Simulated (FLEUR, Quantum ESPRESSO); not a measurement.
A FLEUR input for a self-consistent single point of K2SnHgSe4 (I-42m, 8 atoms in the cell) (DFT, PBEsol, all-electron FLAPW (FLEUR), scalar-relativistic valence):

Input of the input generator:

```
K2SnHgSe4 FLAPW
&input film=f /
-7.6612879702 7.6612879702 6.6390198361
7.6612879702 -7.6612879702 6.6390198361
7.6612879702 7.6612879702 -6.6390198361
1.0
1.0 1.0 1.0

8
19 0.5000000000 -0.0000000000 0.5000000000
19 0.0000000000 0.5000000000 0.5000000000
50 0.5000000000 0.5000000000 0.0000000000
80 -0.0000000000 -0.0000000000 0.0000000000
34 0.9018200000 0.5593800000 0.0000000000
34 0.4406200000 0.4406200000 0.3424400000
34 0.5593800000 0.9018200000 0.0000000000
34 0.0981800000 0.0981800000 0.6575600000

&comp jspins=1 /
&exco xctyp='PBEs' /
&kpt div1=3 div2=3 div3=3 /
&end /
```

```xml
<?xml version="1.0" encoding="UTF-8" standalone="no"?>
<fleurInput fleurInputVersion="0.39">
   <comment>
      K2SnHgSe4 FLAPW                                                                                     
   </comment>
   <calculationSetup>
      <cutoffs Kmax="3.9" Gmax="15.6" GmaxXC="15.6" numbands="0"/>
      <scfLoop itmax="60" minDistance="0.00001" maxIterBroyd="40" imix="Anderson" alpha="0.05" precondParam="0.0" spinf="2.0"/>
      <coreElectrons ctail="T" frcor="F" kcrel="0" coretail_lmax="0"/>
      <xcFunctional name="PBEs" relativisticCorrections="F"/>
      <magnetism jspins="1"/>
      <soc l_soc="F" theta="0.0" phi="0.0" spav="F"/>
      <expertModes spex="0" secvar="F"/>
      <geometryOptimization l_f="T" forcealpha="1.0" forcemix="BFGS" epsdisp="0.00001" epsforce="0.00001"/>
      <ldaU l_linMix="F" mixParam="0.05" spinf="1.0"/>
   </calculationSetup>
   <cell>
      <bzIntegration valenceElectrons="114.0" mode="hist" fermiSmearingEnergy="0.00073499">
         <kPointListSelection listName="default-1"/>
         <!-- k-points included here -->
         <xi:include xmlns:xi="http://www.w3.org/2001/XInclude" href="kpts.xml"> </xi:include>
      </bzIntegration>
      <!-- symmetry operations included here -->
      <xi:include xmlns:xi="http://www.w3.org/2001/XInclude" href="sym.xml"> </xi:include>
      <bulkLattice scale="1.0">
         <bravaisMatrix>
            <row-1>   -7.6612879702000001     7.6612879702000001     6.6390198361000001</row-1>
            <row-2>    7.6612879702000001    -7.6612879702000001     6.6390198361000001</row-2>
            <row-3>    7.6612879702000001     7.6612879702000001    -6.6390198361000001</row-3>
         </bravaisMatrix>
      </bulkLattice>
   </cell>
   <atomSpecies>
      <species name="Potassium (K)" element="K" atomicNumber="19">
         <mtSphere radius="2.68" gridPoints="925" logIncrement="0.013"/>
         <atomicCutoffs lmax="10" lnonsphr="8"/>
         <electronConfig flipSpins="F">
            <coreConfig>(1s1/2) (2s1/2) (2p1/2) (2p3/2)</coreConfig>
            <valenceConfig>(3s1/2) (3p1/2) (3p3/2) (4s1/2)</valenceConfig>
            <stateOccupation state="(4s1/2)" spinUp="0.5" spinDown="0.5"/>
         </electronConfig>
         <energyParameters s="4" p="4" d="3" f="4"/>
         <lo type="SCLO" l="0" n="3" eDeriv="0"/>
         <lo type="SCLO" l="1" n="3" eDeriv="0"/>
      </species>
      <species name="Tin (Sn)" element="Sn" atomicNumber="50">
         <mtSphere radius="2.25" gridPoints="777" logIncrement="0.017"/>
         <atomicCutoffs lmax="8" lnonsphr="6"/>
         <electronConfig flipSpins="F">
            <coreConfig>(1s1/2) (2s1/2) (2p1/2) (2p3/2) (3s1/2) (3p1/2) (3p3/2) (4s1/2) (3d3/2) (3d5/2) (4p1/2) (4p3/2)</coreConfig>
            <valenceConfig>(5s1/2) (4d3/2) (4d5/2) (5p1/2) (5p3/2)</valenceConfig>
            <stateOccupation state="(5p1/2)" spinUp="0.3333333333333" spinDown="0.3333333333333"/>
            <stateOccupation state="(5p3/2)" spinUp="0.6666666666667" spinDown="0.6666666666667"/>
         </electronConfig>
         <energyParameters s="5" p="5" d="5" f="4"/>
         <lo type="SCLO" l="2" n="4" eDeriv="0"/>
      </species>
      <species name="Mercury (Hg)" element="Hg" atomicNumber="80">
         <mtSphere radius="2.57" gridPoints="885" logIncrement="0.015"/>
         <atomicCutoffs lmax="10" lnonsphr="8"/>
         <electronConfig flipSpins="F">
            <coreConfig>(1s1/2) (2s1/2) (2p1/2) (2p3/2) (3s1/2) (3p1/2) (3p3/2) (4s1/2) (3d3/2) (3d5/2) (4p1/2) (4p3/2) (5s1/2) (4d3/2) (4d5/2) (4f5/2) (4f7/2)</coreConfig>
            <valenceConfig>(5p1/2) (5p3/2) (6s1/2) (5d3/2) (5d5/2)</valenceConfig>
         </electronConfig>
         <energyParameters s="6" p="6" d="5" f="5"/>
         <lo type="SCLO" l="1" n="5" eDeriv="0"/>
         <lo type="HELO" l="2" n="6" eDeriv="0"/>
      </species>
      <species name="Selenium (Se)" element="Se" atomicNumber="34">
         <mtSphere radius="2.25" gridPoints="777" logIncrement="0.016"/>
         <atomicCutoffs lmax="8" lnonsphr="6"/>
         <electronConfig flipSpins="F">
            <coreConfig>(1s1/2) (2s1/2) (2p1/2) (2p3/2) (3s1/2) (3p1/2) (3p3/2)</coreConfig>
            <valenceConfig>(4s1/2) (3d3/2) (3d5/2) (4p1/2) (4p3/2)</valenceConfig>
            <stateOccupation state="(4p1/2)" spinUp="0.6666666666667" spinDown="0.6666666666667"/>
            <stateOccupation state="(4p3/2)" spinUp="1.3333333333333" spinDown="1.3333333333333"/>
         </electronConfig>
         <energyParameters s="4" p="4" d="3" f="4"/>
         <lo type="HELO" l="2" n="4" eDeriv="0"/>
      </species>
   </atomSpecies>
   <atomGroups>
      <atomGroup species="Potassium (K)">
         <relPos label="                   1">1.000/2.000 .0000000000 1.000/2.000</relPos>
         <relPos label="                   2">.0000000000 1.000/2.000 1.000/2.000</relPos>
         <force calculate="T" relaxXYZ="TTT"/>
      </atomGroup>
      <atomGroup species="Tin (Sn)">
         <relPos label="                   3">1.000/2.000 1.000/2.000 .0000000000</relPos>
         <force calculate="T" relaxXYZ="TTT"/>
      </atomGroup>
      <atomGroup species="Mercury (Hg)">
         <relPos label="                   4">.0000000000 .0000000000 .0000000000</relPos>
         <force calculate="T" relaxXYZ="TTT"/>
      </atomGroup>
      <atomGroup species="Selenium (Se)">
         <relPos label="                   5">-.0981800000 -.4406200000 .0000000000</relPos>
         <relPos label="                   6">.4406200000 .4406200000 .3424400000</relPos>
         <relPos label="                   7">-.4406200000 -.0981800000 .0000000000</relPos>
         <relPos label="                   8">.0981800000 .0981800000 -.3424400000</relPos>
         <force calculate="T" relaxXYZ="TTT"/>
      </atomGroup>
   </atomGroups>
   <output dos="F" band="F" slice="F">
      <checks vchk="F" cdinf="F"/>
      <bandDOS minEnergy="-.5*Htr" maxEnergy="0.5*Htr" sigma="0.015" storeEVData="T"/>
      <vacuumDOS vacdos="F" integ="F" star="F" nstars="0" locx1="0.0" locy1="0.0" locx2="0.0" locy2="0.0" nstm="0" tworkf="0.0"/>
      <unfoldingBand unfoldBand="F" supercellX="1" supercellY="1" supercellZ="1"/>
      <plotting iplot="0" polar="F">
         <plot TwoD="T" vec1="  1.0  0.0  0.0" vec2="  0.0  1.0  0.0" vec3="  0.0  0.0  1.0" zero="  0.0  0.0  0.0" file="plot"/>
      </plotting>
      <chargeDensitySlicing numkpt="0" minEigenval="0.0" maxEigenval="0.0" nnne="0" pallst="F"/>
      <specialOutput eonly="F"/>
      <magneticCircularDichroism mcd="F" energyLo="-10.0" energyUp="0.0"/>
   </output>
  <!-- We include the file relax.xml here to enable relaxations (see documentation) -->
  <xi:include xmlns:xi="http://www.w3.org/2001/XInclude" href="relax.xml"> <xi:fallback/> </xi:include>
</fleurInput>
```

Translate this input to Quantum ESPRESSO.

One input that does it (others would too):

```fortran
&CONTROL
  calculation = 'scf'
  prefix = 'run'
  outdir = './tmp/'
  pseudo_dir = './'
  tprnfor = .true.
  tstress = .true.
/
&SYSTEM
  ibrav = 7
  A = 8.108358000
  C = 7.026436000
  nat = 8
  ntyp = 4
  ecutwfc = 40
  ecutrho = 200
  occupations = 'smearing'
  smearing = 'fd'
  degauss = 0.00147
/
&ELECTRONS
  conv_thr = 1.0d-10
/
ATOMIC_SPECIES
K     39.0983  k_pbesol_v1.4.uspp.F.UPF
Sn   118.7100  sn_pbesol_v1.4.uspp.F.UPF
Hg   200.5920  hg_pbesol_v1.uspp.F.UPF
Se    78.9710  se_pbesol_v1.uspp.F.UPF
ATOMIC_POSITIONS {crystal}
K    -0.500000000    0.000000000    0.500000000
K    -0.500000000    0.500000000    0.000000000
Sn    0.000000000    0.500000000    0.500000000
Hg    0.000000000    0.000000000    0.000000000
Se    0.000000000    0.559380000    0.901820000
Se   -0.342440000    0.440620000    0.440620000
Se    0.000000000    0.901820000    0.559380000
Se   -0.657560000    0.098180000    0.098180000
K_POINTS {automatic}
3 3 3  0 0 0
```

Basis, cutoffs, solver keys and any potentials are the target program's own. This input uses DFT, PBEsol, plane waves, GBRV 1.5 ultrasoft (PBESOL) pseudopotentials.

The starting cell comes from a database of computed structures (which also holds hypothetical and non-ambient phases and stackings), without a prior relaxation at this level. Its lattice was rescaled by a random factor within 2.5 % of one.
